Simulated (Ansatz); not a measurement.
Start from Si in the diamond structure (space group Fd-3m, No. 227; a = 5.444 Å). Axes: x, y, z lie along the cube axes.

Level of theory: plane-wave PAW DFT at the r2SCAN level (Ansatz, an electronic-structure program, 500 eV), no SOC.

Base values:

```
Property                            Result
---------------------  -------------------
Valence-band top at Γ  0.00, 0.00, 0.00 eV
```

One thing is altered: compressive biaxial strain of 1.67 % in the plane normal to [111], as in epitaxy on a mismatched substrate; the out-of-plane cell vector and the atoms relax.

Task: Estimate the effect on the in-plane stress, valence-band top at Γ and energy relative to the base.

Result: The mean in-plane stress (compression positive) is +4.1 GPa; the valence-band top at Γ (three highest levels, from the VBM) goes from 0.00, 0.00, 0.00 eV to 0.00, 0.00, -0.25 eV; the energy increases by 8.3 meV/atom.

The levels and masses belong to the bands next to the band gap. Whether these cells are dynamically stable was not tested.
